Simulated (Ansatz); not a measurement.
A 16-atom cell of (Au,Pt) started in the face-centred cubic structure, site fractions Au 0.875, Pt 0.125, short-range order -0.05 among the nearest mixed sites of the first mixed sublattice (0 is random, a negative value favours unlike neighbours), space group Fmmm at the end, an ordered arrangement that its symmetry holds. The mixed sublattice has 16 sites.

The mixing enthalpy is taken against the end members in the face-centred cubic type, relaxed in the same cell and mesh.

Calculation: PBE (plane waves to 420 eV, PAW; Ansatz, a first-principles code). No spin–orbit coupling. Its k-point mesh 6×6×6, Fermi–Dirac width 0.05 eV.

```csv
cell,energy at zero smearing (eV)
Au,-210389.233
Pt,-200368.181
Au7Pt,-209136.447
```

Q: Work out the mixing enthalpy per mixed site and the interaction parameter Ω of a regular solution.

A: With x = 2/16 of the second end member, ΔH = [-209136.447 − 14/16 × (-210389.233) − 2/16 × (-200368.181)] / 16 = 9.7 meV against the separate end members. Ω = ΔH / x(1 − x) = 89 meV.
